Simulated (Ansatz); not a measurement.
The starting structures come from a database of crystals and need not be the phases stable at ambient conditions.

By PBEsol, the system below comes out a metal.

The ballistic (Sharvin) conductance counts the channels at the Fermi level: G/A = (e²/h) × channels of both spins per area.

Here is the system:

```
PtSc
1.0
    3.35522     0.00000     0.00000
    0.00000     3.35522     0.00000
    0.00000     0.00000     3.35522
Sc Pt
1 1
Direct
  0.50000   0.50000   0.50000
  0.00000   0.00000   0.00000
```

Space group of this cell: Pm-3m, CsCl type. The cell is strained (all lengths scaled by 1.02); by PBEsol its mean pressure is -10.8 GPa.

The current flows along the normal of the first two printed cell vectors, the (001) plane of the conventional cell. No spin-orbit coupling; the value is a mean over 0.1 eV about the Fermi level.

Task: State the ballistic conductance per area according to PBEsol (Ansatz, a quantum-chemistry and plane-wave program).

Result: 0.83 × 10¹⁵ S/m² for both spins.
